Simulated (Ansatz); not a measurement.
## A computed series for Al2Au: pressure series

The reference is Al2Au (space group Fm-3m, No. 225; a = 6.060 Å).

Cell and atoms are relaxed at each pressure.

The values are results of PBE/PAW in Ansatz (an electronic-structure program), no SOC, not measurements.

Notes on the quantities. enthalpy: H = E + PV relative to the base's energy.

```json
[
 {"change": "base", "density": "7.49 g/cm³", "enthalpy": "–", "shortest interatomic distance": "2.624 Å"},
 {"change": "pressure −2 GPa", "density": "7.34 g/cm³", "enthalpy": "-0.23 eV/atom", "shortest interatomic distance": "2.642 Å"},
 {"change": "pressure −1 GPa", "density": "7.42 g/cm³", "enthalpy": "-0.12 eV/atom", "shortest interatomic distance": "2.633 Å"},
 {"change": "pressure 0.9 GPa", "density": "7.55 g/cm³", "enthalpy": "+0.10 eV/atom", "shortest interatomic distance": "2.617 Å"},
 {"change": "pressure 2.1 GPa", "density": "7.63 g/cm³", "enthalpy": "+0.24 eV/atom", "shortest interatomic distance": "2.608 Å"},
 {"change": "pressure 4.5 GPa", "density": "7.79 g/cm³", "enthalpy": "+0.51 eV/atom", "shortest interatomic distance": "2.590 Å"},
 {"change": "pressure 9 GPa", "density": "8.05 g/cm³", "enthalpy": "+1.00 eV/atom", "shortest interatomic distance": "2.562 Å"},
 {"change": "pressure 15 GPa", "density": "8.36 g/cm³", "enthalpy": "+1.64 eV/atom", "shortest interatomic distance": "2.530 Å"},
 {"change": "pressure 22.5 GPa", "density": "8.70 g/cm³", "enthalpy": "+2.40 eV/atom", "shortest interatomic distance": "2.496 Å"},
 {"change": "pressure 30 GPa", "density": "9.01 g/cm³", "enthalpy": "+3.13 eV/atom", "shortest interatomic distance": "2.467 Å"}
]
```

Load acts through the strain it causes; cell and atoms are relaxed under it. Whether these cells are dynamically stable was not tested. No other phases were tried under pressure.
